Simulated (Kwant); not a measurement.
Model system: wire with a row of barriers in a GaAs two-dimensional gas. Effective mass 0.067 mₑ, grid spacing 10 nm, hard walls, nominal width 300 nm (29 grid rows, so walls 300 nm apart), one parabolic valley, scattering region 1000 nm long along x; energies count from the band bottom; Fermi energy swept from 4.9888e-05 to 0.00059242 eV. 2 barrier(s) across the wire, height 0.0023 eV, thickness 30 nm (about 3 grid columns), spaced by 60 nm.

The device is made up for the run: typed textbook-type constants, with dimensions and the other settings drawn at random.

Kwant, effective-mass tight-binding model on a square grid, one spin, coherent transport at 0 K. Conductance is in e²/h.

| E (meV) | A | B | C |
|---|---|---|---|
| 0.04989 | 0 | 0 | 0 |
| 0.08060 | 1.1e-5 | 7.0e-5 | 0.0034 |
| 0.1113 | 3.7e-5 | 0.00023 | 0.0093 |
| 0.1454 | 7.6e-5 | 0.00049 | 0.016 |
| 0.1761 | 0.00013 | 0.00085 | 0.022 |
| 0.2069 | 0.00020 | 0.0014 | 0.028 |
| 0.2410 | 0.00031 | 0.0022 | 0.034 |
| 0.2717 | 0.00047 | 0.0035 | 0.045 |
| 0.3024 | 0.00070 | 0.0054 | 0.057 |
| 0.3365 | 0.0011 | 0.0088 | 0.070 |
| 0.3672 | 0.0016 | 0.014 | 0.082 |
| 0.3979 | 0.0023 | 0.022 | 0.094 |
| 0.4320 | 0.0036 | 0.038 | 0.11 |
| 0.4628 | 0.0055 | 0.066 | 0.12 |
| 0.4935 | 0.0087 | 0.12 | 0.13 |
| 0.5276 | 0.015 | 0.28 | 0.15 |
| 0.5583 | 0.027 | 0.62 | 0.16 |
| 0.5924 | 0.060 | 1.02 | 0.18 |

Task: Column A is the base. The others each differ by one change: barrier height 0.0023 → 0.0016 eV; number of barriers 2 → 1. Which is which?

Result: B: barrier height 0.0023 → 0.0016 eV; C: number of barriers 2 → 1.
